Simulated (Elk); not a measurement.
A self-consistent single point of Ag (Im-3m, 1 atom in the cell) with Elk

Computed with Elk with LDA (PW92), all-electron FP-LAPW, Elk's shipped species files, default APW+lo basis.

Input as run:

```
tasks
  0

rmtscf
  0.99

swidth
  0.00367493

maxscl
  100

avec
   -3.1443776597    3.1443776597    3.1443776597
    3.1443776597   -3.1443776597    3.1443776597
    3.1443776597    3.1443776597   -3.1443776597

atoms
  1
  'Ag.in'
  1
  0.0000000000  0.0000000000  0.0000000000    0.0 0.0 0.0

ngridk
  12 12 12
```

Output, abridged:

```
│ Elk code version 10.2.4 │

All units are atomic (Hartree, Bohr, etc.)

│ Ground-state run starting from atomic densities │

Lattice vectors :
  -3.144377660       3.144377660       3.144377660
   3.144377660      -3.144377660       3.144377660
   3.144377660       3.144377660      -3.144377660

Unit cell volume      :    124.3552421
Brillouin zone volume :    1.994690447

Muffin-tin inner radius fraction :   0.1000000000E-01

Nuclei treated as point charges

Species :    1 (Ag)
 parameters loaded from : Ag.in
 name : silver
 nuclear charge    :   -47.00000000
 electronic charge :    47.00000000
 atomic mass :    196631.6997
 muffin-tin radius :    2.574000000
 number of radial points in muffin-tin :    597
 atomic positions (lattice), magnetic fields (Cartesian) :
   1 :   0.00000000  0.00000000  0.00000000    0.00000000  0.00000000  0.00000000

Total number of atoms per unit cell :    1

Spin treatment :
 spin-unpolarised

Number of Bravais lattice symmetries :   48
Number of crystal symmetries         :   48
Crystal has inversion symmetry
Real symmetric eigensolver will be used

k-point grid :     12    12    12
k-point offset :    0.000000000       0.000000000       0.000000000
k-point set is reduced with full crystal symmetry group
Total number of k-points :       72

Muffin-tin radius times maximum |G+k| :    7.000000000
 using average radius
Maximum |G+k| for APW functions       :    2.719502720
Maximum (1/2)|G+k|²                   :    3.697847521
Maximum |G| for potential and density :    12.00000000
 potential will be trimmed for |G| > 2 gkmax
Constant for pseudocharge density :    8
Radial integration step length :    4

G-vector grid sizes :     21    21    21
Number of G-vectors :     3589

Maximum angular momentum used for
 APW functions                      :    8
 outer part of muffin-tin           :    6
 inner part of muffin-tin           :    1

Total nuclear charge    :   -47.00000000
Total core charge       :    28.00000000
Total valence charge    :    19.00000000
Total excess charge     :    0.000000000
Total electronic charge :    47.00000000

Effective Wigner radius, rₛ :   0.8580103830

Number of empty states         :    4
Total number of valence states :   14
Total number of core states    :   28

Total number of local-orbitals :   18

Exchange-correlation functional :      3     0     0
 Perdew-Wang/Ceperley-Alder, Phys. Rev. B 45, 13244 (1992)
 gradient requirement :    0
 local density approximation (LDA)

Smearing type :    3
 Fermi-Dirac
Smearing width :   0.3674930000E-02
Effective electronic temperature (K) :    1160.451112

Mixing type :    3
 Broyden mixing, J. Phys. A: Math. Gen. 17, L317 (1984)

Kohn-Sham potential initialised from atomic data

│ Self-consistent loop started │
│ Loop number : 1 │
 total energy                :     -5308.07342942
│ Loop number : 2 │
 total energy                :     -5308.32001463
RMS change in Kohn-Sham potential (target) :   0.1575882959     (  0.1000000000E-05)
Absolute change in total energy (target)   :   0.2465852083     (  0.1000000000E-03)
│ Loop number : 3 │
 total energy                :     -5310.98854157
RMS change in Kohn-Sham potential (target) :   0.8043964059E-01 (  0.1000000000E-05)
Absolute change in total energy (target)   :    2.730173238     (  0.1000000000E-03)
│ Loop number : 4 │
 total energy                :     -5312.26760459
RMS change in Kohn-Sham potential (target) :   0.4079050730E-01 (  0.1000000000E-05)
Absolute change in total energy (target)   :    1.961606331     (  0.1000000000E-03)
│ Loop number : 5 │
 total energy                :     -5312.71975703
RMS change in Kohn-Sham potential (target) :   0.2248096463E-01 (  0.1000000000E-05)
Absolute change in total energy (target)   :   0.9425540234     (  0.1000000000E-03)
│ Loop number : 6 │
 total energy                :     -5313.11938557
RMS change in Kohn-Sham potential (target) :   0.9841397661E-02 (  0.1000000000E-05)
Absolute change in total energy (target)   :   0.6352670445     (  0.1000000000E-03)
│ Loop number : 7 │
 total energy                :     -5311.37980645
RMS change in Kohn-Sham potential (target) :   0.2864273675E-01 (  0.1000000000E-05)
Absolute change in total energy (target)   :    1.580762362     (  0.1000000000E-03)
│ Loop number : 8 │
 total energy                :     -5312.00532765
RMS change in Kohn-Sham potential (target) :   0.1049647567E-01 (  0.1000000000E-05)
Absolute change in total energy (target)   :   0.2303306138     (  0.1000000000E-03)
│ Loop number : 9 │
 total energy                :     -5312.19790705
RMS change in Kohn-Sham potential (target) :   0.5638560930E-02 (  0.1000000000E-05)
Absolute change in total energy (target)   :   0.2501620519     (  0.1000000000E-03)
│ Loop number : 10 │
 total energy                :     -5312.32735176
RMS change in Kohn-Sham potential (target) :   0.2445637190E-02 (  0.1000000000E-05)
Absolute change in total energy (target)   :   0.1919852294     (  0.1000000000E-03)
│ Loop number : 11 │
 total energy                :     -5312.39472910
RMS change in Kohn-Sham potential (target) :   0.8128643053E-03 (  0.1000000000E-05)
Absolute change in total energy (target)   :   0.1153736387     (  0.1000000000E-03)
│ Loop number : 12 │
 total energy                :     -5312.42434374
RMS change in Kohn-Sham potential (target) :   0.1134246782E-03 (  0.1000000000E-05)
Absolute change in total energy (target)   :   0.5845805777E-01 (  0.1000000000E-03)
│ Loop number : 13 │
 total energy                :     -5312.43201644
RMS change in Kohn-Sham potential (target) :   0.6681057072E-04 (  0.1000000000E-05)
Absolute change in total energy (target)   :   0.2228721066E-01 (  0.1000000000E-03)
│ Loop number : 14 │
 total energy                :     -5312.43120567
RMS change in Kohn-Sham potential (target) :   0.3867419208E-04 (  0.1000000000E-05)
Absolute change in total energy (target)   :   0.4761036093E-02 (  0.1000000000E-03)
│ Loop number : 15 │
 total energy                :     -5312.43004485
RMS change in Kohn-Sham potential (target) :   0.2295317857E-05 (  0.1000000000E-05)
Absolute change in total energy (target)   :   0.2943823165E-04 (  0.1000000000E-03)
│ Loop number : 16 │
 total energy                :     -5312.42998752
RMS change in Kohn-Sham potential (target) :   0.3357092871E-05 (  0.1000000000E-05)
Absolute change in total energy (target)   :   0.4997132328E-04 (  0.1000000000E-03)
│ Loop number : 17 │
 total energy                :     -5312.43011705
RMS change in Kohn-Sham potential (target) :   0.1502734235E-05 (  0.1000000000E-05)
Absolute change in total energy (target)   :   0.1170326705E-03 (  0.1000000000E-03)
│ Loop number : 18 │
 total energy                :     -5312.43018969
RMS change in Kohn-Sham potential (target) :   0.1736618371E-06 (  0.1000000000E-05)
Absolute change in total energy (target)   :   0.1019021611E-03 (  0.1000000000E-03)
│ Loop number : 19 │
 total energy                :     -5312.43019631
RMS change in Kohn-Sham potential (target) :   0.3149329324E-07 (  0.1000000000E-05)
Absolute change in total energy (target)   :   0.3209164424E-04 (  0.1000000000E-03)
Convergence targets achieved

│ Loop number : 20 │

Energies :
 Fermi                       :     0.190396600557
 sum of eigenvalues          :     -3182.79760307
 electron kinetic            :      5556.41444363
 core electron kinetic       :      5358.67144873
 Coulomb                     :     -10724.3221209
 Coulomb potential           :     -8547.58852391
 nuclear-nuclear             :     -504.710416354
 electron-nuclear            :     -11891.6348851
 Hartree                     :      1672.02318060
 Madelung                    :     -6450.52785891
 xc potential                :     -191.623522788
 exchange                    :     -140.050061119
 correlation                 :     -4.47186308421
 electron entropic           :    -0.596062285494E-03
 total energy                :     -5312.43019750

Density of states at Fermi energy :    14.15278780
 (states/Hartree/unit cell)

Estimated indirect band gap :   0.5511688922E-02
 from k-point     53 to k-point      7
Estimated direct band gap   :   0.9443196817E-01
 at k-point      7

Charges :
 core                        :    28.00000000
 valence                     :    19.00000000
 interstitial                :    1.151487130
 muffin-tins (core leakage)
  species :    1 (Ag)
   atom    1                 :    45.84851287     (  0.1638071012E-08)
 total in muffin-tins        :    45.84851287
 total calculated charge     :    47.00035984
 total charge                :    47.00000000
 error                       :   0.3598403691E-03

│ Self-consistent loop stopped │
```

The run converged in 20 iterations. The count includes the last loop, which Elk runs after its targets are met.

The starting cell comes from a database of computed structures (which also holds hypothetical and non-ambient phases and stackings), without a prior relaxation at this level. Its lattice was rescaled by up to half a per cent. Values depend on the basis (sphere radii, cutoffs, local orbitals), which need not be converged. The log's line on a gap gives a spacing of levels on this mesh, which the program prints for metals too.
